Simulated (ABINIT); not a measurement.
Worked example: self-consistent single point of HfO2 (P4_2/nmc, 6 atoms in the cell) in ABINIT.

Computed with PBE+U, PAW (JTH v2.0 PBE PAW) (plane waves; ABINIT).

```xyz
6
Lattice="3.6107 0.0000 0.0000 0.0000 3.6107 0.0000 0.0000 0.0000 5.2484" Properties=species:S:1:pos:R:3 pbc="T T T"
Hf     1.8053     1.8053     2.6242
Hf     0.0000     0.0000     0.0000
O      0.0000     1.8053     3.6592
O      0.0000     1.8053     1.0350
O      1.8053     0.0000     4.2134
O      1.8053     0.0000     1.5892
```

Reference input (self-consistent single point, DFT, PBE, plane waves, PAW (JTH v2.0 PBE PAW)): pseudos = [Hf.GGA_PBE-JTH.xml, O.GGA_PBE-JTH.xml]; ecut = 24 Ha; pawecutdg = 48 Ha; pawxcdev = 0; occopt = 3; tsmear = 0.00183747 Ha; ngkpt = 5 5 3; nshiftk = 1; shiftk = 0 0 0; potentials = JTH v2.0 PBE PAW; nband = 31; kptopt = 1. This run's input differs from it in these lines:

```diff
@@ -22,2 +22,6 @@
 pawxcdev 0
+usepawu 1
+lpawu 2 -1
+upawu 6 0 eV
+jpawu 0 0 eV
 occopt 3
```

The program printed (abridged):

```
--- !BeginCycle
solver: {iscf: 17, nstep: 60, nline: 4, wfoptalg: 10, }
tolerances: {tolvrs: 1.00E-12, }
...

     iter   Etot(hartree)      deltaE(h)  residm     nres2
 ETOT  1  -161.84957222451    -1.618E+02 3.121E+00 4.507E+01
 ETOT  2  -164.96778389795    -3.118E+00 8.244E-02 9.920E+00
 ETOT  3  -164.94262021898     2.516E-02 2.061E-02 3.257E+00
 ETOT  4  -164.94726802484    -4.648E-03 7.742E-03 1.544E+00
 ETOT  5  -164.94254096200     4.727E-03 6.434E-03 1.238E-01
   [... 9 lines left out ...]
 ETOT 15  -164.94312930842    -3.382E-12 1.321E-04 1.299E-10
 ETOT 16  -164.94312930842     1.705E-13 1.345E-04 8.492E-12
 ETOT 17  -164.94312930842    -5.684E-13 6.431E-05 3.567E-12
 ETOT 18  -164.94312930842     1.421E-12 7.942E-05 6.196E-14
 At SCF step   18       nres2   =  6.20E-14 < tolvrs=  1.00E-12 =>converged.

 Cartesian components of stress tensor (hartree/bohr^3)
  sigma(1 1)= -2.69334388E-04  sigma(3 2)=  0.00000000E+00
  sigma(2 2)= -2.69334388E-04  sigma(3 1)=  0.00000000E+00
  sigma(3 3)= -1.72487281E-04  sigma(2 1)=  0.00000000E+00

 ----iterations are completed or convergence reached----

 reduced coordinates (array xred) for    6 atoms
       0.500000000004      0.500000000004      0.500000000000
       0.000000000004      0.000000000004      0.000000000000
       0.000000000004      0.500000000004      0.697209999998
       0.000000000004      0.500000000004      0.197209999998
       0.500000000004      0.000000000004      0.802790000002
       0.500000000004      0.000000000004      0.302790000002
 cartesian forces (eV/Angstrom) at end:
   [... lines left out ...]
 Fermi (or HOMO) energy (eV) =   1.42115   Average Vxc (eV)= -11.59954
   [... lines left out ...]
'-kT*entropy'       :  3.76318640994410E-15
total_energy        : -1.64943129316845E+02
total_energy_eV     : -4.48833080691030E+03
...

-Cartesian components of stress tensor (GPa)         [Pressure=  6.9743E+00 GPa]
- sigma(1 1)= -7.92408993E+00  sigma(3 2)=  0.00000000E+00
- sigma(2 2)= -7.92408993E+00  sigma(3 1)=  0.00000000E+00
- sigma(3 3)= -5.07475016E+00  sigma(2 1)=  0.00000000E+00

 Calculation completed.
```

The run converged in 18 iterations. Against the reference run the pressure goes from -4.21 to 6.97 GPa, the largest force goes from 0.115 to 0.490 eV/Å and the gap on the mesh goes from 4.606 to 5.190 eV.

The starting cell comes from a database of computed structures (which also holds hypothetical and non-ambient phases and stackings), without a prior relaxation at this level. Its lattice was rescaled by a random factor within 2.5 % of one. Spin-orbit coupling is off. Spin polarisation is off. The U value is a test value, and with U on an open shell several self-consistent states can exist. With a pressure of about 7 GPa the cell is away from its equilibrium volume at this level.

Cost on one core of a shared machine: roughly 4 min.
